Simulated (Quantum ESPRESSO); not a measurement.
## Pressure against volume in AlB2-type ZrB2 (space group 191) (Quantum ESPRESSO, LDA)

```
CELL_PARAMETERS angstrom
      3.04671     0.00000     0.00000
     -1.52335     2.63853     0.00000
      0.00000     0.00000     3.39271
ATOMIC_POSITIONS crystal
  Zr 0.00000 0.00000 0.00000
  B  0.66667 0.33333 0.50000
  B  0.33333 0.66667 0.50000
```

Level of theory: LDA (PZ), GBRV 1.5 ultrasoft (LDA) pseudopotentials (plane waves; Quantum ESPRESSO 7.5). Settings: ecutwfc = 52 Ry; ecutrho = 416 Ry; occupations = smearing; smearing = fd; degauss = 0.0036749 Ry; potentials = {Zr: zr_lda_v1.uspp.F.UPF, B: b_lda_v1.4.uspp.F.UPF}; K_POINTS = automatic 22 22 17 0 0 0; conv_thr = 1e-10 Ry. The cell above is the first row's. The rows scale it uniformly. In all rows fractional positions and the k mesh are held.

| V (Å^3/atom) | P (GPa) |
|---|---|
| 9.091 | 26.10 |
| 9.289 | 18.70 |
| 9.486 | 11.99 |
| 9.684 | 5.92 |
| 9.882 | 0.41 |
| 10.079 | -4.59 |
| 10.277 | -9.13 |
| 10.475 | -13.24 |
| 10.672 | ? |

### Question
Fit P against V with a cubic, and predict the withheld value at V = 10.672.

### Answer
With u = V - 9.8, the rows have u = -0.7090, -0.5110, -0.3140, -0.1160, 0.0820, 0.2790, 0.4770, 0.6750. Least squares gives P = 2.613 - 27.6313·u + 6.9186·u² - 1.1706·u³. Residuals (row less fit): 0.001, 0.005, -0.018, 0.007, 0.017, -0.007, -0.010, 0.006; standard error 0.015 (degrees of freedom: 4). The fitted pressure is zero at V0 = 9.897, where dP/dV = -26.32, so B0 = -V0·dP/dV = 261 GPa. At the withheld row, u = 0.8720, so P = 2.613 - 27.6313 × 0.8720 + 6.9186 × 0.8720² - 1.1706 × 0.8720³ = -16.997 GPa. The calculation gives -16.97 GPa, 0.027 GPa above the prediction (0.1 % of the range of P in the table). The row lies outside the fitted rows, so this is an extrapolation. From the scatter of the fitted rows alone, a prediction at this place has a standard error of 0.039 GPa, so the miss is 0.7 times that.

Carrying the step between the two nearest rows on in a straight line would have given -17.33, off by 0.36; series whose last step already gives the withheld value aren't shown. The scan was laid around a cell of about the measured size, scaled by a guess for this functional; axis ratios and inner coordinates come from that cell. The runs keep the symmetry of the cell, so they don't test it for distortions. The shape of the cell and the inner coordinates aren't relaxed, so V0 and B0 belong to this uniform scaling; a relaxed crystal lies no higher in energy and is usually softer. Cutoffs and mesh are single choices, not tested for convergence of this quantity. Series with a scatter that would blur these digits, or in which a gap closes, are not shown.
